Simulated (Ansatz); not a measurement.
A one-dimensional Ag body, 11 atoms a period, stretched and compressed along its axis from its relaxed period of 9.568 Å, atoms relaxed at each length.

```yaml
crystal:
  lattice:
    - [14.00000, 0.00000, 0.00000]
    - [0.00000, 14.00000, 0.00000]
    - [0.00000, 0.00000, 9.56755]
  atoms:
    - { symbol: Ag, position: [0.60550, 0.50000, 0.00000] }
    - { symbol: Ag, position: [0.42740, 0.58134, 0.09091] }
    - { symbol: Ag, position: [0.48256, 0.39347, 0.18182] }
    - { symbol: Ag, position: [0.58842, 0.55819, 0.27272] }
    - { symbol: Ag, position: [0.39462, 0.53033, 0.36364] }
    - { symbol: Ag, position: [0.54260, 0.40210, 0.45454] }
    - { symbol: Ag, position: [0.54260, 0.59790, 0.54546] }
    - { symbol: Ag, position: [0.39462, 0.46967, 0.63636] }
    - { symbol: Ag, position: [0.58842, 0.44181, 0.72728] }
    - { symbol: Ag, position: [0.48256, 0.60653, 0.81818] }
    - { symbol: Ag, position: [0.42740, 0.41866, 0.90909] }
```

Method: PBE (plane waves to 420 eV, PAW; Ansatz, an electronic-structure program). Mesh 1×1×8. No spin polarisation. Isolated but for its images some 11 Å away. A hypothetical model. Only distortions within the start's symmetry and period were free. Pairing along the axis, which can open a gap, is among the distortions not tried. Values not marked SOC lack spin–orbit coupling. Buckling under compression is shut out by symmetry and the short period. Energies are free energies at a Fermi–Dirac width of 0.05 eV, from the unstrained cell.

| strain (%) | energy (meV a period) | axial force (nN) |
|---|---|---|
| -3.0 | [?] | [?] |
| -1.5 | [?] | [?] |
| 0.0 | 0 | -0.01 |
| +1.5 | +20 | +0.42 |
| +3.0 | +71 | +0.69 |

### Question
Some entries are withheld; supply them.

### Answer

- -3.0, energy (meV a period): +106
- -3.0, axial force (nN): -1.26
- -1.5, energy (meV a period): +25
- -1.5, axial force (nN): -0.58
